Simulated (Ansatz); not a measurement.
We consider cubic perovskite BaHfO3, described by PBE-D3(BJ) (PAW; Ansatz, a first-principles code).

Numerical settings: plane-wave cutoff 520 eV, 8×8×8 k mesh, Fermi–Dirac smearing 0.01 eV, scalar-relativistic PAW data made under PBE.

Cell (relaxed at this level):

```cif
data_BaHfO3
_chemical_formula_sum 'Ba1 Hf1 O3'
_space_group_name_H-M_alt 'P 1'
_space_group_IT_number 1
_cell_length_a 4.18355
_cell_length_b 4.18355
_cell_length_c 4.18355
_cell_angle_alpha 90.000
_cell_angle_beta 90.000
_cell_angle_gamma 90.000
loop_
_space_group_symop_operation_xyz
  'x, y, z'
loop_
_atom_site_label
_atom_site_type_symbol
_atom_site_fract_x
_atom_site_fract_y
_atom_site_fract_z
_atom_site_occupancy
Ba1 Ba 0.00000 0.00000 0.00000 1
Hf1 Hf 0.50000 0.50000 0.50000 1
O1 O 0.50000 0.00000 0.50000 1
O2 O 0.00000 0.50000 0.50000 1
O3 O 0.50000 0.50000 0.00000 1
```

### Question
Estimate the bulk modulus B0, band gap, smallest direct gap on the k points sampled and pressure derivative B′ of the bulk modulus that the calculation returns.

### Answer

* **bulk modulus B0**: 161 GPa
* **band gap**: 3.66 eV
* **smallest direct gap on the k points sampled**: 3.77 eV
* **pressure derivative B′ of the bulk modulus**: 4.4

Spin–orbit coupling is not included.

The computed numbers hold no vibrational or temperature effects.
